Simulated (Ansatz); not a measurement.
The starting structures come from a database of crystals and need not be the phases stable at ambient conditions.

Consider the following.

```xyz
10
Lattice="6.7498 0.0000 0.0000 2.2982 6.3465 0.0000 0.0000 0.0000 8.2140" Properties=species:S:1:pos:R:3 pbc="T T T"
Cs     8.1176     5.6939     0.2480
Cs     0.9304     0.6526     4.3550
Cs     3.8904     2.7288     2.5437
Cs     5.1577     3.6177     6.6507
S      7.2770     2.4260     1.2026
S      1.7711     3.9206     5.3096
S      4.7587     6.0162     1.2026
S      4.2893     0.3303     5.3096
S      1.8627     1.3066     0.0642
S      7.1853     5.0400     4.1712
```

Space group of this cell: Cmc2_1. The cell is taken as given.

Transport runs along the normal of the first two printed cell vectors.

The gap is the functional's own, uncorrected, and κ follows it; spin-orbit coupling is left out. Mid-gap values are interpolated between the computed energies.

Q: Estimate the band gap and the smallest decay constant κ at mid-gap that Ansatz (an electronic-structure program) with r2SCAN returns for this system.

A: Gap 1.64 eV on a 6×6×4 mesh; κ = 0.367 1/Å, at (0.500, 0.500) of the in-plane reciprocal vectors. At the zone centre, at the nearest computed energy, the slowest state has κ = 0.41 1/Å.
